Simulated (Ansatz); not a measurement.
**Carrier properties of GaP under load (space group P6_3mc)**

Given:

```yaml
crystal:
  lattice:
    - [3.84344, 0.00000, 0.00000]
    - [-1.92172, 3.32852, 0.00000]
    - [0.00000, 0.00000, 6.22017]
  atoms:
    - { symbol: Ga, position: [0.33333, 0.66667, 0.99923] }
    - { symbol: Ga, position: [0.66667, 0.33333, 0.49923] }
    - { symbol: P, position: [0.33333, 0.66667, 0.37577] }
    - { symbol: P, position: [0.66667, 0.33333, 0.87577] }
```

Calculation: r2SCAN with spin-orbit coupling, rigid bands (plane waves, PAW; Ansatz, an electronic-structure program). Condition of this run: uniaxial stress along c of 2.8 GPa (compression positive) (the target of the relaxation). Cell: cell and atoms relaxed with PBEsol, then loaded as said.

```
Item                                                                                                                                                                 Value
---------------------------------------------------------------------------------------------------------------------------------------  ---------------------------------
band gap                                                                                                                                                           1.57 eV
electron conductivity mass (300 K, dilute)                                                                                               0.151 (x), 0.151 (y), 1.11 (z) mₑ
hole conductivity mass (300 K, dilute)                                                                                                     0.65 (x), 0.65 (y), 0.79 (z) mₑ
effective density of states N_c (300 K)                                                                                                                        4.7e18 cm⁻³
effective density of states N_v (300 K)                                                                                                                        1.5e19 cm⁻³
density-of-states mass, electrons                                                                                                                                  0.33 mₑ
density-of-states mass, holes                                                                                                                                      0.72 mₑ
Seebeck coefficient, n-type 1e19 cm⁻³, 300 K                                                                                                                     -236 μV/K
Seebeck coefficient, p-type 1e19 cm⁻³, 300 K                                                                                                                      291 μV/K
best p-type power factor at 300 K for τ = 10 fs (best axis; densities from 1e16 to 1e21 cm⁻³ tried, whether or not they can be reached)        8.7 μW/(cm·K²) at 3e20 cm⁻³
```

Rigid bands; masses and Seebeck coefficients take one relaxation time τ for all states and one kind of carrier; polarons and phonon drag are left out. Geometry: cell and atoms relaxed with PBEsol.
